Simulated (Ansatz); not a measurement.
A self-consistent single point of Lu2Ga3Cu (P1, 6 atoms in the cell) with Ansatz (a first-principles code).

Computed with LDA (PW92), PAW files made with PBE (plane waves; Ansatz).

The change in words: atoms moved at random. Reference geometry:
```
CELL_PARAMETERS angstrom
      4.28198     0.00000     0.00000
     -2.14099     3.70830     0.00000
      0.00000     0.00000     6.97997
ATOMIC_POSITIONS crystal
  Lu 0.66667 0.33333 0.73018
  Lu 0.66667 0.33333 0.26153
  Ga 0.00000 0.00000 0.47569
  Ga 0.00000 0.00000 0.04673
  Ga 0.33333 0.66667 0.94715
  Cu 0.33333 0.66667 0.53871
```

Reference input (self-consistent single point, DFT, LDA (PW92), plane waves, PAW files made with PBE): kpoints.mp_grid.grid = 6 6 3; hamiltonian.xc = lda; hamiltonian.pseudopotentials = {kind: paw} (the program's default PAW files); scf.occupations.method = gaussian; scf.occupations.width = 0.136 eV. This run's input differs from it in these lines:

Ansatz 0.2 input:
```diff
@@ -6,8 +6,8 @@
   atoms:
-    - { symbol: Lu, position_ang: [2.140992, 1.236100, 5.096634] }
-    - { symbol: Lu, position_ang: [2.140992, 1.236100, 1.825472] }
-    - { symbol: Ga, position_ang: [0.000000, 0.000000, 3.320302] }
-    - { symbol: Ga, position_ang: [0.000000, 0.000000, 0.326174] }
-    - { symbol: Ga, position_ang: [-0.000002, 2.472203, 6.611079] }
-    - { symbol: Cu, position_ang: [-0.000002, 2.472203, 3.760180] }
+    - { symbol: Lu, position_ang: [2.146995, 1.282965, 5.105087] }
+    - { symbol: Lu, position_ang: [2.154378, 1.261539, 1.800783] }
+    - { symbol: Ga, position_ang: [0.027961, 0.077852, 3.350860] }
+    - { symbol: Ga, position_ang: [-0.049290, -0.044596, 0.328170] }
+    - { symbol: Ga, position_ang: [-0.021446, 2.353271, 6.643703] }
+    - { symbol: Cu, position_ang: [0.023386, 2.485575, 3.711243] }
 kpoints:
```

Output, abridged:

```
SCF iter   1: F=—  HF=-46685.756023 eV  |F-HF|=—  |Δ(HF+E_count)|=         —  Δρ=7.25e-1  dr2=5.31e2  ethr=3.10e-3  ⟨swp⟩=6.3  Hψ=16050  notcnv=0
all-band conjugate gradients solve this SCF's bands
preconditioner: auto → Kerker (q_TF=auto, 2.717 Å⁻¹)
SCF iter   2: F=—  HF=-46671.998673 eV  |F-HF|=—  |Δ(HF+E_count)|=    1.38e1  Δρ=3.27e-1  dr2=1.10e2  ethr=3.10e-3  ⟨swp⟩=4.7  Hψ=8678  notcnv=0  defer=163
   [... lines left out ...]
SCF iter  14: F=—  HF=-46667.105972 eV  |F-HF|=—  |Δ(HF+E_count)|=   3.96e-6  Δρ=4.34e-5  dr2=2.15e-6  ethr=1.23e-8  ⟨swp⟩=3.1  Hψ=7124  notcnv=0  defer=208
SCF iter  15: F=—  HF=-46667.105971 eV  |F-HF|=—  |Δ(HF+E_count)|=   1.09e-6  Δρ=2.24e-5  dr2=1.12e-6  ethr=1.99e-9  ⟨swp⟩=3.2  Hψ=7853  notcnv=0  defer=208
SCF iter  16: F=—  HF=-46667.105971 eV  |F-HF|=—  |Δ(HF+E_count)|=   1.11e-7  Δρ=1.51e-5  dr2=1.83e-7  ethr=1.04e-9  ⟨swp⟩=3.1  Hψ=7206  notcnv=0  defer=208
SCF iter  17: F=-46667.105970 eV  HF=-46667.105970 eV  |F-HF|=2.46e-8  |Δ(HF+E_count)|=   1.45e-7  Δρ=6.95e-6  dr2=4.95e-8  ethr=9.26e-11  ⟨swp⟩=16.5  Hψ=27661  notcnv=0
SCF 1 converged in 17 iterations: F = -46667.105970 eV  dr2 = 4.95e-8
Free energy (F): -46667.105970 eV
Internal energy: -46667.084602 eV  (E = F + TS)
E sigma→0 (E₀):  -46667.095286 eV
Entropy (-TS):   -0.021369 eV (-3.561 meV/atom)
Fermi energy:    13.621093 eV
--- Forces (eV/Å), atoms counted from 1 ---
  atom   1  Lu    -0.03345478    -0.37748834    -0.16037451
  atom   2  Lu    -0.12232699    -0.12441991     0.24441477
  atom   3  Ga    -0.09527182    -0.44625213    -0.06428348
  atom   4  Ga     0.26409358    -0.09062776    -0.05439673
  atom   5  Ga     0.02525173     0.74204999    -0.08535813
  atom   6  Cu    -0.03829220     0.29672204     0.12002082
--- Stress (GPa, compression-positive) ---
       -5.027809       0.015544      -0.023456
        0.015544      -4.827700      -0.239456
       -0.023455      -0.239456      -4.693103
  P = ⅓ Tr σ = -4.8495 GPa (-48.495 kbar)
  The stress holds the Pulay correction. Without it, at fixed plane waves, as pw.x and ABINIT print it: P = -4.8976 GPa
```

The run converged in 17 iterations. Against the reference run the free energy goes up by 14.5 meV/atom, the pressure goes from -5.10 to -4.85 GPa and the largest force goes from 0.088 to 0.747 eV/Å.

The starting cell comes from a database of computed structures (which also holds hypothetical and non-ambient phases and stackings), without a prior relaxation at this level. For this run, on top of that: atoms moved at random. Spin polarisation is off. With a pressure of about -5 GPa the cell is away from its equilibrium volume at this level. Ansatz's pressure includes its estimate of the finite-basis (Pulay) stress.
